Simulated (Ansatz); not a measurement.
## Point-defect migration in wurtzite GaN

Some mobile defects of wurtzite GaN. Calculation: PBE, PAW (plane waves to 420 eV; Ansatz, an electronic-structure program).

Each figure is the lowest single hop between equivalent sites (a dopant's own exchange with the vacancy apart) among the routes that converged and passed our checks, counted from the lowest site run. It need not be the barrier to long-range diffusion, and untried routes may lie lower. Climbing-image NEB, static nuclei, fixed cells, no finite-size correction; on the finer meshes named, energies are single points at the band's geometries. Saddle orders were checked for a part of the study's bands only and are not shown. Vacancies start on their lattice site; split forms were not set up. Charge states are imposed.

| Defect | Route | Hop (Å) | Direction in the unit cell | Neighbours at the saddle | Cell | Barrier (eV) |
|---|---|---|---|---|---|---|
| Ga vacancy, charge -3 | a nearby Ga jumps into the vacancy | 3.10 | (0.32, 0.64, -0.48) | N at 1.78, N at 1.88 Å | 72 sites, 2×2×2 shifted along c | 1.99 |
| interstitial Na, charge +1 | Na moves farthest | 3.22 | (1.00, 1.00, 0.00) | Ga at 2.20, Ga at 2.50; N at 2.01, N at 2.24 Å | 72 sites, 2×2×2 shifted along c | ___ |
| interstitial Cu, charge +1 | Cu moves farthest | 2.63 | (0.00, 0.00, -0.50) | 3 Ga at 2.15; 2 N at 2.07, N at 2.08, N at 2.60, N at 2.61, N at 2.62 Å | 72 sites, 2×2×2 shifted along c | 1.15 |
| interstitial Zn, charge +2 | Zn moves farthest | 3.22 | (1.00, 1.00, 0.00) | Ga at 2.27; N at 1.79, N at 1.88 Å | 72 sites, 2×2×2 shifted along c | 0.69 |
| Al-vacancy pair (Al on Ga, Ga vacant), charge -3 | a nearby Ga jumps into the vacancy (Al-vacancy distance between ideal sites 3.21 Å throughout) | 3.08 | (0.96, 0.96, 0.00) | N at 1.83, N at 2.24, N at 2.26, 2 N at 2.33 Å | 72 sites, 2×2×2 shifted along c | 2.14 |
| N vacancy, charge +1 | a nearby N jumps into the vacancy | 3.20 | (-1.00, -0.99, 0.00) | Ga at 1.86, Ga at 2.16, Ga at 2.25, Ga at 2.29, Ga at 2.41 Å | 72 sites, 2×2×2 shifted along c | 3.64 |
| interstitial Mg, charge +2 | Mg moves farthest | 3.22 | (0.00, 1.00, 0.00) | Ga at 2.24, Ga at 2.45; N at 1.89, N at 1.92, N at 2.30, N at 2.33 Å | 72 sites, 2×2×2 shifted along c | 1.85 |

**Question.** Some entries are withheld; supply them.

**Answer.** 
- interstitial Na, charge +1, Barrier (eV): 1.70
